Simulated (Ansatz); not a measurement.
# InP (model structure, started from the BN type, Pm-3n, No. 223, 12 atoms in the cell)

Computed with r²SCAN+rVV10 (Ansatz, a quantum-chemistry and plane-wave program, plane waves, PAW).

Numerical settings: plane-wave cutoff 560 eV, 6×6×6 k mesh, Fermi–Dirac smearing 0.01 eV, scalar-relativistic PAW data made under PBE.

Cell (relaxed at this level):

```xyz
12
Lattice="7.2490 0.0000 0.0000 0.0000 7.2490 0.0000 0.0000 0.0000 7.2490" Properties=species:S:1:pos:R:3 pbc="T T T"
In     1.8122     0.0000     3.6245
In     3.6245     1.8122     0.0000
In     3.6245     5.4367     0.0000
In     5.4367     0.0000     3.6245
In     0.0000     3.6245     5.4367
In     0.0000     3.6245     1.8122
P      1.8122     3.6245     0.0000
P      0.0000     1.8122     3.6245
P      0.0000     5.4367     3.6245
P      5.4367     3.6245     0.0000
P      3.6245     0.0000     5.4367
P      3.6245     0.0000     1.8122
```

```yaml
band_gap: 1.07 eV (on the SCF k mesh)
```

Note: the relaxation could raise the start's symmetry but not lower it, so the cell can be a saddle point.

Spin–orbit coupling is not included.

The computed numbers hold no vibrational or temperature effects.

A model structure was made by putting elements into a prototype or built by hand; it is no filed structure, need not be a known phase, and can be a saddle point held by its symmetry.
